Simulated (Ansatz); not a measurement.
CsCl-type ScPt was calculated with PBEsol (Ansatz, a quantum-chemistry and plane-wave program, PAW).

Numerical settings: plane-wave cutoff 520 eV, 16×16×16 k mesh, Fermi–Dirac smearing 0.05 eV, scalar-relativistic PAW data made under PBE.

Cell (relaxed at this level):

Space group Pm-3m (No. 221); a = 3.259 Å, b = 3.259 Å, c = 3.259 Å, α = 90.00°, β = 90.00°, γ = 90.00°

```
atom  site  symmetry       x       y       z
----  ----  --------  ------  ------  ------
Sc      1b      m-3m  0.5000  0.5000  0.5000
Pt      1a      m-3m  0.0000  0.0000  0.0000
```

**Question.** Give the computed bulk modulus B0.

**Answer.** 
* **bulk modulus B0**: 151 GPa

The run finds no gap.

Note: the bulk modulus is −V dP/dV from two relaxed cells at ±2 % in volume.

Spin–orbit coupling is not included.

It cost very roughly 40 core-seconds of CPU time.
